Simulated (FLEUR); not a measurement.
A self-consistent single point of ZnGe₃ (Pm-3m, 4 atoms in the cell) with FLEUR.

Computed with FLEUR with PBEsol, all-electron FLAPW (FLEUR), scalar-relativistic valence.

The change in words: lattice scaled by 0.98. Reference geometry:
```
ZnGe3
1.0
    4.22236     0.00000     0.00000
    0.00000     4.22236     0.00000
    0.00000     0.00000     4.22236
Zn Ge
1 3
Direct
  0.00000   0.00000   0.00000
  0.00000   0.50000   0.50000
  0.50000   0.00000   0.50000
  0.50000   0.50000   0.00000
```

Reference input (self-consistent single point, DFT, PBEsol, all-electron FLAPW (FLEUR), scalar-relativistic valence): Kmax = 3.8 1/bohr; GmaxXC = 13.3 1/bohr; xcFunctional = PBEs; jspins = 1; l_soc = F; mode = gauss; fermiSmearingEnergy = 0.00499791 Htr; mesh (inpgen div1-3) = 10 10 10; inpgen gamma flag = true; Gmax = 13.3 1/bohr; numbands = 0; maxIterBroyd = 99. This run's input differs from it in these lines:

```diff
@@ -3,5 +3,5 @@
 &input film=f /
-7.9791039996 0.0000000000 0.0000000000
-0.0000000000 7.9791039996 0.0000000000
-0.0000000000 0.0000000000 7.9791039996
+7.8195222975 0.0000000000 0.0000000000
+0.0000000000 7.8195222975 0.0000000000
+0.0000000000 0.0000000000 7.8195222975
 1.0
@@ -46,5 +46,5 @@
          <bravaisMatrix>
-            <row-1>    7.9791039996000004     0.0000000000000000     0.0000000000000000</row-1>
-            <row-2>    0.0000000000000000     7.9791039996000004     0.0000000000000000</row-2>
-            <row-3>    0.0000000000000000     0.0000000000000000     7.9791039996000004</row-3>
+            <row-1>    7.8195222974999998     0.0000000000000000     0.0000000000000000</row-1>
+            <row-2>    0.0000000000000000     7.8195222974999998     0.0000000000000000</row-2>
+            <row-3>    0.0000000000000000     0.0000000000000000     7.8195222974999998</row-3>
          </bravaisMatrix>
```

Output (repeated stretches shortened):

```
 Iteration:     1   Distance:       5.23096144 me/bohr^3
 Iteration:     2   Distance:       4.24362078 me/bohr^3
 Iteration:     3   Distance:       2.40748271 me/bohr^3
 Iteration:     4   Distance:       1.67959792 me/bohr^3
 Iteration:     5   Distance:       0.79772031 me/bohr^3
   [... 8 lines left out ...]
 Iteration:    14   Distance:       0.00036836 me/bohr^3
 Iteration:    15   Distance:       0.00005081 me/bohr^3
 Iteration:    16   Distance:       0.00002799 me/bohr^3
 Iteration:    17   Distance:       0.00000238 me/bohr^3
 Run finished successfully
 Stop message:
   Structural relaxation: Done

[file out, last iteration]
             iter=     18
[...]
          total density-effective poten   -1.2892584839E+04
          total charge density-energy d   -3.0484420643E+02
 Updated energy parameters for spin:           1
[...]
 fermi energy and band-weighting factors:
    0.722713    0.722713

[...]
FERMIE:
          first approx. to ef    (T=0)  :   0.296043 htr   (energy of the highest occ. eigenvalue)
          number of occ. states  (T=0)  :       1516
          first approx. to seigv (T=0)  : -16.687859 htr
          sum of weights of occ. states :  27.030000
          sum of semicore charge        :   0.000000 e
          fermi energy=   0.29638 har   work function=  -8.06493 ev
          number of valence electrons=  54.00000
   [... lines left out ...]
          total moment                 =     0.00000
 Direct bandgap for spin            1 :    1.3060128451087727E-002  Htr
 ---->    free energy=                     -8087.3998959039 htr
   [... lines left out ...]
      extrapolation for T->0
 ---->    total electron energy=           -8087.3998959039 htr
 ***** TOTAL FORCES ON ATOMS *****
 TOTAL FORCE FOR ATOM TYPE=  1  X=  0.000   Y=  0.000   Z=  0.000
                       FX_TOT= 0.000000 FY_TOT= 0.000000 FZ_TOT= 0.000000
 TOTAL FORCE FOR ATOM TYPE=  2  X=  0.000   Y=  3.910   Z=  3.910
                       FX_TOT= 0.000000 FY_TOT= 0.000000 FZ_TOT= 0.000000
 Structural relaxation: Done
```

The run converged in 17 iterations. FLEUR gives forces in its relaxation mode, with a further iteration, so its stop message speaks of a relaxation. Against the reference run the total energy falls by 9.2 meV/atom.

The starting cell comes from a database of computed structures (which also holds hypothetical and non-ambient phases and stackings), without a prior relaxation at this level. For this run, on top of that: lattice scaled by 0.98. Values depend on the basis (sphere radii, cutoffs, local orbitals), which need not be converged. The log's line on a gap gives a spacing of levels on this mesh, which the program prints for metals too.

Cost on one core of a shared machine: roughly 4 min.
